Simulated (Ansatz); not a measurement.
Here is the system:

End structure of the (310) surface of fcc Au in its 1x1 cell, outermost plane spacing 0.66 Å in the ideal cut:

```
CELL_PARAMETERS angstrom
      4.15721     0.00000     0.00000
      0.00000     6.57313     0.00000
      0.00000     0.00000    26.00000
ATOMIC_POSITIONS crystal
  Au 0.50000 0.68863 0.31948
  Au 0.00000 0.40178 0.33839
  Au 0.50000 0.11080 0.35624
  Au 0.00000 0.82399 0.38257
  Au 0.50000 0.49311 0.41446
  Au 0.00000 0.19640 0.43779
  Au 0.50000 0.89842 0.46084
  Au 0.00000 0.60399 0.48628
  Au 0.50000 0.29601 0.51372
  Au 0.00000 0.00158 0.53916
  Au 0.50000 0.70360 0.56221
  Au 0.00000 0.40689 0.58554
  Au 0.50000 0.07601 0.61743
  Au 0.00000 0.78920 0.64376
  Au 0.50000 0.49822 0.66161
  Au 0.00000 0.21137 0.68052
```

Model: 16-atom slab, 9.9 Å thick at the start (thin: gaps and levels are the slab's own), 9x6x1 mesh, Fermi-Dirac 0.1 eV, dipole correction, single point; on the structure that PBE left under its start's symmetry; no spin, no spin-orbit, no U.

**Question.** What work function of the top face does r2SCAN, at the PBE geometry (Ansatz, a quantum-chemistry and plane-wave program) give?

**Answer.** 5.00 eV

**Question.** What is the computed surface energy (mean of both faces) (r2SCAN, at the PBE geometry)?

**Answer.** 1.11 J/m²
